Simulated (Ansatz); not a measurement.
Bond-angle distributions (per cent of the angles at each element, bins of 10°) of a relaxed model of amorphous Si$_{24}$O$_{51}$In$_{2}$ at 2.46 g/cm³. These are PBE, scalar-relativistic without spin-orbit coupling (plane waves to 420 eV, PAW; Ansatz, an electronic-structure program) values and carry that method's errors.

It comes from a melt-quench run on a machine-learned potential (CHGNet), relaxed afterwards by DFT. O atoms were pushed apart under 1.9 Å during the dynamics, to hinder bonds among them. The hot cell started wider than the set density and was brought back towards it in steps. It is the lowest in DFT energy of 2 quenches. It is a model cell: composition and starting density were chosen by hand, and all elements were melted together. No dispersion term was used. Its density started from a set value of 2.47 and ended at 2.46 g/cm³. The quench (nominally 320 K/ps over its main leg) was far faster than any real one, so the model tends to hold more defects than a real film. A cell of this size samples the disorder only roughly. Volume and shape were free in the relaxation.

Bonds are counted up to Si-Si 2.60 Å, Si-O 1.90 Å, Si-In 2.78 Å, O-O 1.58 Å, O-In 2.50 Å, In-In 3.12 Å. Two cations that share two anions don't count as bonded, nor two that share one unless they lie closer than Si-Si 2.38 Å, Si-In 2.71 Å, In-In 3.04 Å.

```json
[
 {"angle (°)": "50-60", "at Si": "0", "at O": "0"},
 {"angle (°)": "60-70", "at Si": "0", "at O": "0"},
 {"angle (°)": "70-80", "at Si": "0", "at O": "0"},
 {"angle (°)": "80-90", "at Si": "1", "at O": "2"},
 {"angle (°)": "90-100", "at Si": "1", "at O": "2"},
 {"angle (°)": "100-110", "at Si": "53", "at O": "2"},
 {"angle (°)": "110-120", "at Si": "42", "at O": "4"},
 {"angle (°)": "120-130", "at Si": "3", "at O": "31"},
 {"angle (°)": "130-140", "at Si": "0", "at O": "18"},
 {"angle (°)": "140-150", "at Si": "0", "at O": "22"},
 {"angle (°)": "150-160", "at Si": "0", "at O": "12"},
 {"angle (°)": "160-170", "at Si": "0", "at O": "6"},
 {"angle (°)": "170-180", "at Si": "0", "at O": "2"}
]
```

They go with these counts of neighbours within the cut-offs, cation contacts included: Si mean 4.0, most often 4; O mean 2.0, most often 2.
